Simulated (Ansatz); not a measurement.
Functionals compared on the (32-53) surface of hcp Be in its 1x1 cell, outermost plane spacing 0.07 Å in the ideal cut, in Ansatz (plane waves, PAW). The structure was relaxed with PBE; the other rows are single points on it. Cutoff 420 eV (500 eV for r2SCAN).

Slab: 50 atoms, 10.2 Å thick at the start (thin: gaps and levels are the slab's own); k 9x5x1, smearing 0.1 eV, dipole-corrected; all atoms relaxed; held to the start's symmetry, so lower structures may exist; no spin, no spin-orbit, no U. These notes are the PBE run's.

```csv
functional,work function of the top face (eV),rough cost of the single point
PBE,4.58,–
LDA,4.75,roughly 3.0 core-minutes
PBEsol,4.62,around 3 core-minutes (rough)
RPBE,4.50,roughly 2.9 core-minutes
r2SCAN,[?],very roughly 5 core-minutes
```

Q: Complete the blanks.

A: 
- r2SCAN, work function of the top face (eV): 4.59

Ansatz is an electronic-structure program.
